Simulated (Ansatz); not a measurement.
Where the default PAW files enter, the runs use the earlier of Ansatz's two default sets.

Tunnelling through a barrier is set by its complex band structure: the current falls as exp(−2κd) with the smallest κ.

Consider the following.

```
ZrO2
1.0
    3.52729     0.00000     0.00000
    0.00000     3.52729     0.00000
    1.76365    -1.76365     2.49417
Zr O
1 2
Cartesian
  0.00000   0.00000   0.00000
  3.52729   1.76365   1.24709
  1.76365   0.00000   1.24709
```

Space group of this cell: Fm-3m, fluorite. The cell is strained (all lengths scaled by 0.98); by r2SCAN its mean pressure is 17.4 GPa.

Transport runs along the normal of the first two printed cell vectors, the (001) plane of the conventional cell.

The gap is the functional's own. No spin-orbit coupling. Mid-gap values are interpolated on the energy grid.

Q: Compute, with r2SCAN run with Ansatz (a first-principles code), the band gap and the smallest decay constant κ at mid-gap.

A: Gap 4.07 eV on a 12×12×12 mesh; κ = 0.294 1/Å, at the zone centre.
